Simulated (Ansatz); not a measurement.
Take MgO in the rock salt structure (space group Fm-3m, No. 225) as the base.

```
CELL_PARAMETERS angstrom
      0.00000     2.10708     2.10708
      2.10708     0.00000     2.10708
      2.10708     2.10708     0.00000
ATOMIC_POSITIONS crystal
  O  0.00000 0.00000 0.00000
  Mg 0.50000 0.50000 0.50000
```

The values are results of PBEsol (Ansatz, an electronic-structure program, PAW, without spin-orbit coupling), not measurements.

Before the change:

```
Property            Result
-------------  -----------
Density         3.58 g/cm³
Band gap           4.62 eV
Gap character  direct at Γ
```

Perturbation: a hydrostatic pressure of 18 GPa.

Task: Predict the new density, band gap and gap character.

Result: The density increases by 0.35 g/cm³ to 3.93 g/cm³; the band gap rises by 0.96 eV, from 4.62 eV to 5.58 eV; the gap character stays direct at Γ.

Load acts through the strain it causes; cell and atoms are relaxed under it. Whether these cells are dynamically stable was not tested. Competing high-pressure phases were not computed.
